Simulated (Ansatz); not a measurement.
GaAs under load (space group P6_3mc), r2SCAN with spin-orbit coupling, rigid bands run with Ansatz (a program for electronic structure). Condition of this run: biaxial stress in the c plane of 3.6 GPa (compression positive) (the target of the relaxation). Band gap 0.98 eV, N_c = 8.06e17 cm⁻³ and N_v = 4.18e18 cm⁻³ at 300 K, conductivity masses along y (a = (3.91, 0.00, 0.00) Å; b = (-1.95, 3.38, 0.00) Å; c = (0.00, 0.00, 6.63) Å) of 0.122 mₑ (electrons) and 0.237 mₑ (holes). Take k_BT = 0.02585 eV.

### Question
Find the intrinsic carrier density and the intrinsic Fermi level.

### Answer
n_i = √(N_c N_v) exp(−E_g/2k_BT) = 1.84e18 × exp(−18.95) = 1.1e10 cm⁻³. The level lies (k_BT/2) ln(N_v/N_c) = 21 meV from mid-gap (positive towards the conduction band). Each 0.1 eV added to the gap lowers n_i by a factor of 6.9.

### Question
What thermal injection velocity √(2k_BT/πm) limits a ballistic channel along the direction named?

### Answer
1.54e7 cm/s for electrons and 1.11e7 cm/s for holes, a ratio of √(m_h/m_e) = 1.39, for dilute carriers.

Rigid bands with the computed gap; masses take one relaxation time for all states. Geometry: cell and atoms relaxed with PBEsol.
